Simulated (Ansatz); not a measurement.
Input:

```
CELL_PARAMETERS angstrom
      0.00000     2.87867     2.87867
      2.87867     0.00000     2.87867
      2.87867     2.87867     0.00000
ATOMIC_POSITIONS crystal
  Pb 0.00000 0.00000 0.00000
  S  0.50000 0.50000 0.50000
```

No spin polarisation.

Calculations: plane-wave PAW DFT at the LDA level (Ansatz, a first-principles code, 420 eV), without spin-orbit coupling. Settings: 10×10×10 k-points, 0.05 eV Fermi–Dirac smearing.

### Question
Predict the pressure and space group.

### Answer
Pressure: 3.20 GPa
Space group: Fm-3m (No. 225)

The cells carry an imposed strain or load. Whether these cells are dynamically stable was not tested. The cell was made from PbS in the rock salt structure (space group Fm-3m, No. 225) by this change: isotropic strain −1.50 %.
